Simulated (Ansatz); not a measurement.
Al: pressure series

Start from Al in the fcc (Cu type) structure (space group Fm-3m, No. 225; a = 4.0143 Å).

Cell and atoms are relaxed at each pressure.

Calculations: PBEsol (Ansatz, an electronic-structure program), spin-orbit coupling left out.

```json
[
 {"P (GPa)": "-1.99", "V (Å³/atom)": "16.600"},
 {"P (GPa)": "-0.99", "V (Å³/atom)": "16.378"},
 {"P (GPa)": "0.89", "V (Å³/atom)": "16.001"},
 {"P (GPa)": "2.08", "V (Å³/atom)": "15.785"},
 {"P (GPa)": "4.50", "V (Å³/atom)": "15.392"},
 {"P (GPa)": "9.00", "V (Å³/atom)": "14.782"},
 {"P (GPa)": "15.00", "V (Å³/atom)": "14.131"},
 {"P (GPa)": "22.50", "V (Å³/atom)": "13.478"},
 {"P (GPa)": "30.00", "V (Å³/atom)": "12.944"}
]
```

**Question.** Fit a third-order Birch–Murnaghan equation of state.

**Answer.** Least squares on P(V) = (3B₀/2)[(V₀/V)^(7/3) − (V₀/V)^(5/3)]·[1 + (3/4)(B₀′ − 4)((V₀/V)^(2/3) − 1)] gives V₀ = 16.17 Å³/atom, B₀ = 82 GPa and B₀′ = 4.4.

Measured bulk modulus of Al: 80.8 GPa (static lattice; corrected from measurement; as listed in H. Levämäki et al., Physical Review B (2014)); the computed value is 2 % above it.

Load acts through the strain it causes; cell and atoms are relaxed under it. No phonon test of stability was made. Competing high-pressure phases were not computed.
